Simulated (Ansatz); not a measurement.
**A constructed model of the (111)B surface of 3C silicon carbide, C-terminated, (√3x√3)R30° Ag adatom at T4 (bottom of the slab: 3 H on 3 bottom sites)**

Computed with PBE (plane waves to 420 eV, PAW; Ansatz, a first-principles code).

Set-up: 28 atoms, 11.7 Å thick at the start with caps and adatoms (thin: gaps and levels are the slab's own); mesh 6x6x1; 0.025 eV smearing; dipole correction on; 6 atoms held, the rest relaxed; held to the start's symmetry, so lower structures may exist; no spin (no spin-polarised run to compare, though such a face may carry moments), no spin-orbit, no U. The slab shows no gap on its mesh. In PBE it lies 0.04 eV a 1x1 cell over the lowest computed structure of the same composition ((√3x√3)R30° Ag adatom at H3).

work function of the top face: 3.86 eV
energy released by relaxation: 0.77 eV
cost: about 6 core-minutes (a rough figure)
